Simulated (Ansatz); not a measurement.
Base system: WSi$_{2}$ (space group I4/mmm, No. 139; relaxed with 0.1 eV smearing).

Space group I4/mmm (No. 139); a = 3.2292 Å, b = 3.2292 Å, c = 7.8702 Å, α = 90.00°, β = 90.00°, γ = 90.00°

| atom | site | symmetry | x | y | z |
|---|---|---|---|---|---|
| W | 2a | 4/mmm | 0.0000 | 0.0000 | 0.0000 |
| Si | 4e | 4mm | 0.0000 | 0.0000 | 0.3345 |
(The calculation used a cell of 3 atoms; values per cell refer to that cell.)

Method: PBE (Ansatz, a first-principles code), without spin-orbit coupling, earlier PAW set.

For the base:

The pressure is 0.0 GPa. The band gap is zero.

One thing is altered: every lattice vector is stretched by 1.31 %; the atoms relax in the strained cell.

Q: Estimate the effect on the pressure, band gap and energy relative to the base.

A: The pressure (mean of the normal stresses, compression positive) goes from zero to -7.8 GPa; the band gap is still zero; the energy grows by 14 meV/atom.

Stability against distortions was not tested. The final runs are not spin-polarised.
